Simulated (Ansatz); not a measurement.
What Se → S does to BeSe

Start from BeSe in the zinc blende structure (space group F-43m, No. 216; a = 5.129 Å).

It is then changed as follows: S takes the place of Se on all its sites, then cell and atoms are relaxed.

Method: PBEsol in Ansatz (plane waves to 420 eV, PAW, scalar-relativistic without spin-orbit coupling). Settings: 12×12×12 k-points, 0.05 eV Fermi–Dirac smearing, for the changed cell.

| quantity | base | changed | shift |
|---|---|---|---|
| volume per atom | 16.86 Å³ | 14.15 Å³ | -2.71 Å³ |
| density | 4.33 g/cm³ | 2.41 g/cm³ | -1.92 g/cm³ |
| lattice parameter a | 5.129 Å | 4.838 Å | -0.291 Å |
| space group | F-43m (No. 216) | F-43m (No. 216) | – |
| shortest interatomic distance | 2.221 Å | 2.095 Å | -0.126 Å |
| band gap | 2.47 eV | 2.91 eV | +0.44 eV |
| gap character | indirect, Γ → X | indirect, Γ → X | – |
| width of the top valence band | 3.37 eV | 3.44 eV | +0.07 eV |
| electron mass | 0.84 mₑ along k, 0.26 mₑ across (at X) | 0.80 mₑ along k, 0.28 mₑ across (at X) | – |
| hole mass (degenerate bands, along [100]) | 0.23, 0.46, 0.46 mₑ (at Γ) | 0.33, 0.55, 0.55 mₑ (at Γ) | – |

Effective masses come from finite differences of ±0.01 Å⁻¹. Along k means along the line from Γ to the band edge. Stability against distortions was not tested.

Ansatz is an electronic-structure program.
